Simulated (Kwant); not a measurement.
Device: quantum point contact (saddle potential) in a GaAs two-dimensional gas. Effective mass 0.067 mₑ, grid spacing 2.5 nm, hard walls, nominal width 60 nm (23 grid rows, so walls 60 nm apart), one parabolic valley, scattering region 180 nm long along x; energies count from the band bottom; Fermi energy 0.0784 eV. Potential (V0 + ½k y²) cos²(πx/L) for |x| < L/2, with V0 swept from 0.08232 to 0 eV, k = 0.00047 eV/nm², L = 60 nm.

The device is made up for the run: typed textbook-type constants, with dimensions and the other settings drawn at random.

Computed with Kwant: effective-mass tight-binding model on a square grid, one spin, coherent transport at 0 K. Conductance is in e²/h.

Compare with the saddle-point formula G = Σ 1/(1 + exp(−2π(E − V0 − ħωy(n + ½))/ħωx)), taking ħωy = ħ√(k/m) and ħωx from the curvature along x of V0 plus half of the mode's confinement energy.

ħωy = 23.1 meV; at V0 = 66.8 meV the lowest mode has ħωx = 21.3 meV.

| V0 (meV) | formula | simulation |
|---|---|---|
| 77.5 | 0.050 | 0.051 |
| 66.8 | 0.50 | 0.52 |
| 56.1 | 1.00 | 1.00 |
| 45.3 | 1.37 | 1.42 |
| 34.6 | 1.97 | 1.98 |
| 23.9 | 2.24 | 2.34 |

The formula takes a parabolic saddle in the continuum; the run has the full potential on a grid.
